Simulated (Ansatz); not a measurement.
**CaIr₂ in the cubic Laves (MgCu2 type) structure (space group Fd-3m, No. 227; a cell from a computed database, its experimental status unchecked)**

```
CaIr2
1.0
    0.00000     3.74273     3.74273
    3.74273     0.00000     3.74273
    3.74273     3.74273     0.00000
Ca Ir
2 4
Direct
  0.75000   0.75000   0.75000
  0.50000   0.50000   0.50000
  0.12500   0.12500   0.12500
  0.62500   0.12500   0.12500
  0.12500   0.12500   0.62500
  0.12500   0.62500   0.12500
```

Calculations: Ansatz (a quantum-chemistry and plane-wave program), PBEsol, PAW, cutoff 420 eV, no spin-orbit coupling. k-mesh 11×11×11 (Γ-centred); smearing 0.05 eV (Fermi–Dirac).

- Volume per atom: 17.48 Å³
- Density: 13.45 g/cm³
- Band gap: zero
- Total energy: -8464.345 eV/atom (σ→0; compares only within this code and set-up)

Stability against distortions was not tested. All final runs are without spin polarisation. CaIr2 has a high density of states at the Fermi level and may be magnetic at this level.
